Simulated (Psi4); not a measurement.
Psi4 1.11, unrestricted HF/def2-svpd: Be(Et)2 anion (C[CH2][Be][CH2]C), charge -1, multiplicity 2, 15 atoms. The geometry is a generated start, not checked to be a minimum at this level.

| Item | Value |
|---|---|
| task | energy |
| method | scf |
| basis | def2-svpd |
| memory | 3 GB |
| maxiter | 100 |
| keys of the molecule block | symmetry c1 |
| scf_type | df (default) |
| e_convergence | 1e-06 (default) |
| d_convergence | 1e-06 (default) |
| basis functions | 172 |

```xyz
15

Be    -0.0938     0.0285     0.2361
C      1.3261    -0.7071     0.9110
C      1.4533    -2.2151     0.6173
H      1.4001    -0.6026     1.9993
H      2.2561    -0.2488     0.5539
H      1.4907    -2.4060    -0.4530
H      0.6083    -2.7674     1.0237
H      2.3634    -2.6227     1.0614
C     -1.5097     0.7513    -0.4630
C     -1.2946     2.1795    -1.0032
H     -2.3525     0.8144     0.2352
H     -1.9209     0.1701    -1.2966
H     -0.5351     2.1946    -1.7819
H     -0.9740     2.8540    -0.2120
H     -2.2175     2.5774    -1.4283
```

Charge -1 and multiplicity 2 are set for this test and not shown to be the ground state.

With the defaults (damping_percentage = 0, diis = true, scf_initial_accelerator = adiis, level_shift = 0, level_shift_cutoff = 0.01, diis_max_vecs = 10, diis_start = 1, guess = auto, which took SAD) it converges in 13 SCF iterations. One run each on 2 threads, with these changes:
- guess = sap
- damping_percentage = 60, diis = false, scf_initial_accelerator = none
- scf_initial_accelerator = none
- level_shift = 0.5, level_shift_cutoff = 0.001
- damping_percentage = 60
- diis_max_vecs = 6
- damping_percentage = 20
- diis_start = 4
- guess = core

Task: Name the settings that don't reach the solution of the defaults.

Result: No convergence: damping_percentage = 20; damping_percentage = 60; damping_percentage = 60, diis = false, scf_initial_accelerator = none (the run ends without SCF convergence in 100 iterations). The rest reach the solution of the defaults.

```json
[
 {"setting": "the defaults", "SCF iterations": "13", "end": "same solution"},
 {"setting": "scf_initial_accelerator = none", "SCF iterations": "13", "end": "same solution"},
 {"setting": "level_shift = 0.5, level_shift_cutoff = 0.001", "SCF iterations": "14", "end": "same solution"},
 {"setting": "diis_max_vecs = 6", "SCF iterations": "14", "end": "same solution"},
 {"setting": "diis_start = 4", "SCF iterations": "14", "end": "same solution"},
 {"setting": "guess = sap", "SCF iterations": "16", "end": "same solution"},
 {"setting": "guess = core", "SCF iterations": "20", "end": "same solution"},
 {"setting": "damping_percentage = 20", "SCF iterations": "100", "end": "no convergence"},
 {"setting": "damping_percentage = 60", "SCF iterations": "100", "end": "no convergence"},
 {"setting": "damping_percentage = 60, diis = false, scf_initial_accelerator = none", "SCF iterations": "100", "end": "no convergence"}
]
```
